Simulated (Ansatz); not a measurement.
System: NaSrH3 (model structure, started from the KMgH3 type, Pm-3m, No. 221, 5 atoms in the cell). Method: PBE+SOC in Ansatz (PAW).

Numerical settings: plane-wave cutoff 520 eV, 8×8×8 k mesh, Fermi–Dirac smearing 0.01 eV, PAW data made under PBE.

Cell (relaxed with PBEsol):

Space group Pm-3m (No. 221); a = b = c = 4.6408 Å, α = β = γ = 90.00°

| atom | site | symmetry | x | y | z |
|---|---|---|---|---|---|
| Na | 1a | m-3m | 0.0000 | 0.0000 | 0.0000 |
| Sr | 1b | m-3m | 0.5000 | 0.5000 | 0.5000 |
| H | 3c | 4/mm.m | 0.0000 | 0.5000 | 0.5000 |

**Question.** Estimate the band gap, smallest direct gap on the k points sampled and direct gap at Γ that the calculation returns.

**Answer.** 
band gap: 1.89 eV (indirect)
smallest direct gap on the k points sampled: 2.21 eV
direct gap at Γ: 6.39 eV

Note: the relaxation could raise the start's symmetry but not lower it, so the cell can be a saddle point; cell and atoms aren't relaxed at this level (pressure 0.7 GPa).

Cost on a shared machine: roughly 70 core-seconds.

A model structure was made by putting elements into a prototype or built by hand; it is no filed structure, need not be a known phase, and can be a saddle point held by its symmetry.

Ansatz is a first-principles code.
